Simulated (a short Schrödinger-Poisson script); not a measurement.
System: symmetric double-gate stack, SiO2 on p-type GaAs, at 300 K.

```tsv
layer	material	thickness (nm)	Na (cm⁻³)
1	SiO2	2.6	-
2	GaAs	3	1e18
3	SiO2	2.6	-
```

The device is made up for the run: typed textbook-type constants, with dimensions and the other settings drawn at random. SiO2: permittivity 3.9, conduction-band edge (eV) 3.17, gap (eV) 9, electron mass (mₑ) 0.5. GaAs: permittivity 12.9, conduction-band edge (eV) 0, gap (eV) 1.424, Nv at 300 K (cm⁻³) 9e18.

Channel valleys (confinement mass, in-plane density-of-states mass, number): Γ 0.067, 0.067, 1. At the gates, both at one voltage, the conduction-band edge of layer 1 lies 3.73 eV − eVg above the Fermi level of the channel. Gaps are held at their typed values at every temperature. Mesh 0.03 nm at interfaces.

From a short Schrödinger-Poisson script (our own, NumPy): 1D Poisson equation in equilibrium, electrons quantum, Hartree (BenDaniel-Duke, 12 states a valley, the channel's in-plane mass for all, wave functions ending at the dielectric), parabolic valleys, classical holes, full ionisation, no traps, pinning or gate leakage.

### Question
List the lowest subbands of each valley and their electrons at Vg = 2 V.

### Answer
```
valley  subband  energy from the Fermi level (meV)  electrons (cm⁻²)  share (%)
------  -------  ---------------------------------  ----------------  ---------
Γ             0                             -278.6           7.80e12      100.0
Γ             1                             1580.6             < 1e6        0.0
```

All electrons: 7.80e12 cm⁻². Above a few 1e12 electrons/cm² a light Γ valley is non-parabolic and upper valleys begin to fill, which the model leaves out.
